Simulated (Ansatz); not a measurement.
Levels about the gap of amorphous Ti$_{20}$O$_{43}$La$_{2}$ (65 atoms in a cell of 842 Å³, 3.79 g/cm³; zone centre alone, so wide bands show as single levels with stretches between that a denser mesh fills), at the geometry that PBE relaxed, where it gives 0.0 GPa on a denser mesh. The participation number counts the atoms over which a state spreads; weights are charges in smoothed Voronoi cells. The levels come from a single point, so bond lengths are those of that geometry. Method of the levels: PBE, scalar-relativistic without spin-orbit coupling (Ansatz, a first-principles code). Sampling: the zone centre alone; Fermi-Dirac width 0.02 eV; no spin polarisation.

The cell was made by melting and quenching with the CHGNet potential and then relaxed with DFT. O atoms were pushed apart under 1.9 Å during the dynamics, to hinder bonds among them. The hot cell started wider than the set density and was brought back towards it in steps. It is the lowest in DFT energy of 2 quenches. It is a model cell: composition and starting density were chosen by hand, and all elements were melted together. No dispersion term was used. Its density started from a set value of 3.90 and ended at 3.79 g/cm³. The quench (nominally 300 K/ps over its main leg) was far faster than any real one, so the model tends to hold more defects than a real film. Values belong to this one cell and scatter from quench to quench. Volume and shape were free in the relaxation.

| E - E(highest filled), eV | filling | participation number | largest on | weight O | weight Ti | weight La |
|---|---|---|---|---|---|---|
| -0.29 | filled | 27.6 | O, 3 neighbours | 0.92 | 0.07 | 0.00 |
| -0.27 | filled | 14.5 | O, 2 neighbours | 0.93 | 0.07 | 0.01 |
| -0.25 | filled | 22.7 | O, 2 neighbours | 0.92 | 0.08 | 0.00 |
| -0.23 | filled | 22.1 | O, 2 neighbours | 0.93 | 0.07 | 0.00 |
| -0.18 | filled | 19.1 | O, 3 neighbours | 0.94 | 0.06 | 0.00 |
| -0.10 | filled | 11.0 | O, 3 neighbours | 0.92 | 0.07 | 0.00 |
| 0.00 | filled | 13.2 | O, 3 neighbours | 0.93 | 0.06 | 0.00 |
| 2.76 | empty | 10.6 | Ti, 6 neighbours | 0.19 | 0.81 | 0.01 |
| 2.83 | empty | 12.3 | Ti, 5 neighbours | 0.20 | 0.80 | 0.01 |
| 2.88 | empty | 16.4 | Ti, 6 neighbours | 0.21 | 0.79 | 0.01 |
| 2.95 | empty | 13.0 | Ti, 5 neighbours | 0.20 | 0.79 | 0.01 |
| 2.96 | empty | 20.4 | Ti, 6 neighbours | 0.21 | 0.79 | 0.00 |
| 2.99 | empty | 13.6 | Ti, 6 neighbours | 0.22 | 0.77 | 0.01 |
| 3.11 | empty | 13.8 | Ti, 6 neighbours | 0.20 | 0.79 | 0.01 |

Most localised among these is the empty level at +2.76 eV, on a Ti atom, which has 6 neighbours (O 1.87 Å, O 1.99 Å, O 1.99 Å, O 2.03 Å, O 2.03 Å, O 2.05 Å).
